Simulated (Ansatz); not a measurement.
The parent structure is MnPd (space group P4/mmm, No. 123; ferromagnetic).

```cif
data_MnPd
_chemical_formula_sum 'Mn1 Pd1'
_space_group_name_H-M_alt 'P 1'
_space_group_IT_number 1
_cell_length_a 2.92638
_cell_length_b 2.92638
_cell_length_c 3.36723
_cell_angle_alpha 90.000
_cell_angle_beta 90.000
_cell_angle_gamma 90.000
loop_
_space_group_symop_operation_xyz
  'x, y, z'
loop_
_atom_site_label
_atom_site_type_symbol
_atom_site_fract_x
_atom_site_fract_y
_atom_site_fract_z
_atom_site_occupancy
Mn1 Mn 0.00000 0.00000 0.00000 1
Pd1 Pd 0.50000 0.50000 0.50000 1
```

Method: PBEsol/PAW in Ansatz (a quantum-chemistry and plane-wave program), no spin-orbit coupling.

Each order is relaxed in cell and atoms; arrows give the starting signs on the magnetic atoms.

One change was made to it. Results:

The shortest interatomic distance drops by 8.8 pm to 258.0 pm; the energy increases by 0.32 eV/atom (to 0.01 eV only: unlike meshes or grids).

Which change produced these results?
(A) ↑↓ start, q = (0, 0, 1/2), 4 atoms
(B) ↑↓ start, q = (1/2, 1/2, 1/2), 4 atoms
(C) ↑↓ start, q = (0, 1/2, 1/2), 4 atoms
(D) ↑↓ start, q = (0, 1/2, 0), 4 atoms
(E) non-magnetic

E, non-magnetic. For comparison, the energy relative to the base in the other runs: ↑↓ start, q = (0, 1/2, 1/2), 4 atoms gives -0.17 eV/atom; ↑↓ start, q = (1/2, 1/2, 1/2), 4 atoms gives -0.10 eV/atom; ↑↓ start, q = (0, 0, 1/2), 4 atoms gives -0.05 eV/atom; ↑↓ start, q = (0, 1/2, 0), 4 atoms gives -0.07 eV/atom.

Other magnetic orders, which the real material may have, were not ruled out. No phonon test of stability was made. Spin-polarised in the final run: base, ↑↓ start, q = (0, 1/2, 1/2), 4 atoms, ↑↓ start, q = (1/2, 1/2, 1/2), 4 atoms, ↑↓ start, q = (0, 0, 1/2), 4 atoms and ↑↓ start, q = (0, 1/2, 0), 4 atoms; the other runs are not.
